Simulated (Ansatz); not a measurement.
# Au, element substitutions

The parent structure is Au in the fcc (Cu type) structure (space group Fm-3m, No. 225; a = 4.1241 Å).

Each row replaces one element on all its sites; cell and atoms are relaxed.

Computed with Ansatz (a first-principles code) r2SCAN, spin-orbit coupling left out.

Candidates:
(a) Au → Ag
(b) Au → P
(c) Au → As
(d) Au → I

Before the change:

The lattice parameter a is 412.4 pm.

Question: Order them by lattice parameter a, highest first.

Answer: (d) Au → I (521.2 pm), (c) Au → As (424.2 pm), (a) Au → Ag (410.5 pm), (b) Au → P (388.5 pm)

Whether these cells are dynamically stable was not tested. As relaxed here, P, As and I are hypothetical phases, not in the database extracts checked. The final runs are not spin-polarised.
